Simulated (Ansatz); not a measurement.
Method: PBE (plane waves to 420 eV, PAW; Ansatz, a program for electronic structure).

Planar average of the electrostatic potential across the slab, in eV from the Fermi level, for O on the 1x1 (100) surface of fcc Cu, one in a 2x2 cell, started at the site 'hollow Cu-Cu-Cu-Cu over Cu at depth 1.8 Å':

(z (Å), V (eV)): (5.17, 4.43); (5.44, 4.42); (5.72, 4.42); (5.99, 4.42); (6.26, 4.42); (6.53, 4.41); (6.81, 4.40); (7.08, 4.37); (7.35, 4.31); (7.62, 4.19); (7.89, 3.95); (8.17, 3.47); (8.44, 2.50); (8.71, 0.29); (8.98, -5.27); (9.26, -11.45); (9.53, -14.19); (9.80, -12.93); (10.07, -8.09); (10.34, -2.94); (10.62, -3.71); (10.89, -9.41); (11.16, -13.74); (11.43, -14.27); (11.71, -10.90); (11.98, -4.93); (12.25, -1.75); (12.52, -5.04); (12.79, -10.85); (13.07, -14.12); (13.34, -13.49); (13.61, -9.09); (13.88, -3.44); (14.16, -2.15); (14.43, -6.92); (14.70, -12.40); (14.97, -14.56); (15.24, -13.36); (15.52, -8.69); (15.79, -2.94); (16.06, 0.51); (16.33, 2.89); (16.61, 4.18); (16.88, 4.61); (17.15, 4.80); (17.42, 4.87); (17.69, 4.91); (17.97, 4.92); (18.24, 4.93); (18.51, 4.93); (18.78, 4.94); (19.06, 4.94); (19.33, 4.94); (19.60, 4.94); (19.87, 4.94); (20.14, 4.94)

Model: 17-atom slab, 5.3 Å thick at the start under the adsorbate (thin: gaps and levels are the slab's own), 6x6x1 mesh, Fermi-Dirac 0.1 eV, dipole correction, 8 atoms held, the rest relaxed; symmetry of the start imposed; spin-polarised, no spin-orbit, no U, no dispersion correction. The starting moment vanished. At the end it is bonded to 4 Cu. In PBE it is, or lies within 0.03 eV of, the lowest of the starts that converged.

### Question
The surface cell has an area of 26.35 Å². What dipole along the normal does the step between the two vacuum levels imply?

### Answer
the top vacuum level lies 0.51 eV above the bottom one; p = −ε₀ A ΔV (ε₀ = 0.005526 e/(V·Å)) gives -0.07 e·Å a cell.
